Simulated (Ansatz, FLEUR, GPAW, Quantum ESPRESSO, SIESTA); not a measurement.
TaGa3 (I4/mmm, 4 atoms in the cell) computed with different codes at matched settings

Self-consistent single point, at a second geometry (lattice scaled by 0.98). First geometry:

```
TaGa3
1.0
   -1.89517     1.89517     4.33188
    1.89517    -1.89517     4.33188
    1.89517     1.89517    -4.33188
Ta Ga
1 3
Direct
  0.00000   0.00000   0.00000
  0.50000   0.50000   0.00000
  0.75000   0.25000   0.50000
  0.25000   0.75000   0.50000
```

Shared settings, as Ansatz (a program for electronic structure) writes them: kpoints.mp_grid.grid = 9 9 9; scf.occupations.method = fermi_dirac; scf.occupations.width = 0.0073 Ry. Potentials and cutoffs stand in the table.

| code | model | ΔF from the first geometry (meV/atom) | pressure (GPa) | cutoff |
|---|---|---|---|---|
| SIESTA | LDA PW92, numerical atomic orbitals TZP, PseudoDojo LDA standard norm-conserving potentials (rewritten from UPF to PSML) | -7.8 | 3.32 | grid 400 Ry |
| GPAW | LDA (Perdew-Wang 92), GPAW PAW datasets LDA (gpaw-data 1.0.1) | 1.4 | 5.18 | 550 eV |
| Quantum ESPRESSO | LDA (PW92), PseudoDojo standard norm-conserving (LDA) pseudopotentials | -9.2 | 2.92 | 80 Ry |
| Ansatz | LDA (PW92), PAW files made with PBE | -6.3 | 3.54 | default |
| FLEUR | LDA (Perdew-Zunger), all-electron FLAPW (FLEUR), scalar-relativistic valence | -4.2 | – | Kmax 4.2 1/bohr |

A dash marks a value that a program does not give, or that is left out as unsure.

On Ansatz's run: spin-orbit coupling is off. Spin polarisation is off.

The spread over the programs that give each value: ΔF from the first geometry within 10.6 meV/atom; pressure within 2.26 GPa.

SIESTA uses small atom-centred bases, whose incompleteness enters pressures, forces and empty levels differently from a plane-wave cutoff. FLEUR treats all electrons, but the usual bases taken here (sphere radii, linearisation, local orbitals, empty states) were not tested for convergence, so the values are no reference for the others. Ansatz's pressure is given at a fixed set of plane waves, as the other plane-wave codes print theirs; with its correction for the finite basis it is 3.57 GPa. In the pressure, GPAW (by 1.64) lies more than 1 GPa from the median of the plane-wave programs.

The starting cell comes from a database of computed structures (which also holds hypothetical and non-ambient phases and stackings), without a prior relaxation at this level. For this run, on top of that: lattice scaled by 0.98.

Left out of this page: ABINIT (with a known weakness of the program).

Keys are those of Ansatz 0.2.
